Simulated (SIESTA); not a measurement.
Worked example: self-consistent single point of Ca₂TiN₂ (C2/m, 10 atoms in the cell) in SIESTA.

Computed with GGA PBEsol, numerical atomic orbitals TZP, PseudoDojo PBEsol standard norm-conserving potentials (rewritten from UPF to PSML) (SIESTA).

```xyz
10
Lattice="5.4386 -2.5474 0.0000 5.4386 2.5474 0.0000 -2.8544 0.0000 6.1423" Properties=species:S:1:pos:R:3 pbc="T T T"
Ca     2.3945     0.0000     2.4583
Ca     5.6284     0.0000     3.6841
Ca     9.9685     0.0000     1.5245
Ca    -1.9456     0.0000     4.6179
Ti     6.6528     0.0000     0.7213
Ti     1.3701     0.0000     5.4210
N      7.7372     0.0000     2.3051
N      0.2857     0.0000     3.8372
N      3.2057     0.0000     4.8437
N      4.8172     0.0000     1.2986
```

Reference input (self-consistent single point, DFT, GGA PBEsol, numerical atomic orbitals TZP, PseudoDojo PBEsol standard norm-conserving potentials (rewritten from UPF to PSML)): XC.functional = GGA; XC.authors = PBEsol; potentials = PseudoDojo PBEsol standard; PAO.BasisSize = TZP; PAO.EnergyShift = 0.01 Ry; MeshCutoff = 300 Ry; kgrid.MonkhorstPack = 4 4 3; OccupationFunction = MP; OccupationMPOrder = 0; ElectronicTemperature = 0.05 eV; MaxSCFIterations = 150; SCF.Mixer.Method = Broyden. This run's input differs from it in these lines:

```diff
@@ -43,3 +43,3 @@
 OccupationMPOrder            0
-ElectronicTemperature        0.05 eV
+ElectronicTemperature        0.3 eV
```

Output, abridged:

```
        iscf     Eharris(eV)        E_KS(eV)     FreeEng(eV)     dDmax    Ef(eV) dHmax(eV)
   scf:    1    -8428.232020    -8527.137935    -8527.194360  1.827699 -4.183067 14.724644
   scf:    2    -8561.627566    -8557.159993    -8557.298859  0.375745 -5.194507  3.124031
   scf:    3    -8559.248829    -8558.507594    -8558.626901  0.281185 -4.881672  1.792311
   scf:    4    -8559.012860    -8558.883915    -8559.003139  0.204278 -4.841221  0.866111
   scf:    5    -8558.836421    -8558.919256    -8559.034661  0.041878 -4.780365  0.909045
   [... 4 lines left out ...]
   scf:   10    -8558.971007    -8558.971006    -8559.089810  0.000755 -4.849464  0.002051
   scf:   11    -8558.970997    -8558.971002    -8559.089811  0.000258 -4.849366  0.001406
   scf:   12    -8558.970993    -8558.970997    -8559.089811  0.000140 -4.849297  0.000943
   scf:   13    -8558.970992    -8558.970995    -8559.089812  0.000087 -4.849234  0.000588
SCF Convergence by DM+H criterion
max |DM_out - DM_in|         :     0.0000869797
max |H_out - H_in|      (eV) :     0.0005880606
SCF cycle converged after 13 iterations

Using DM_out to compute the final energy and forces

siesta: E_KS(eV) =            -8558.9710

siesta: E_KS - E_eggbox =     -8558.9710

siesta: Atomic forces (eV/Ang):
     1    0.029677   -0.000000   -0.447626
     2   -0.029677   -0.000000    0.447626
     3    0.394206   -0.000000   -0.613675
     4   -0.394206   -0.000000    0.613675
     5   -0.113937   -0.000000    0.217577
     6    0.113937    0.000000   -0.217577
     7   -0.474338   -0.000000   -0.047919
     8    0.474338    0.000000    0.047919
     9   -0.083036    0.000000    0.145450
    10    0.083036    0.000000   -0.145450
   Tot    0.000000   -0.000000   -0.000000
   Max    0.613675
   [... lines left out ...]
siesta: FreeEng =     -8559.089812
   [... lines left out ...]
siesta:    -0.021843   -0.000000    0.009186
siesta:     0.000000   -0.016083   -0.000000
siesta:     0.009186   -0.000000   -0.011426

siesta: Cell volume =        170.193889 Ang**3

siesta: Pressure (static):
siesta:                Solid            Molecule  Units
siesta:           0.00017917          0.00012346  Ry/Bohr**3
siesta:           0.01645060          0.01133581  eV/Ang**3
siesta:          26.35677449         18.16196694  kBar
```

The run converged in 13 iterations. Against the reference run the free energy falls by 6.1 meV/atom, the pressure moves little (2.62 to 2.64 GPa) and the largest force goes from 0.762 to 0.729 eV/Å.

The starting cell comes from a database of computed structures (which also holds hypothetical and non-ambient phases and stackings), without a prior relaxation at this level. Spin polarisation is off, so a magnetic state, if there is one, cannot be reached. Values carry the incompleteness of an atom-centred basis.

Cost on one core of a shared machine: roughly 60 s.
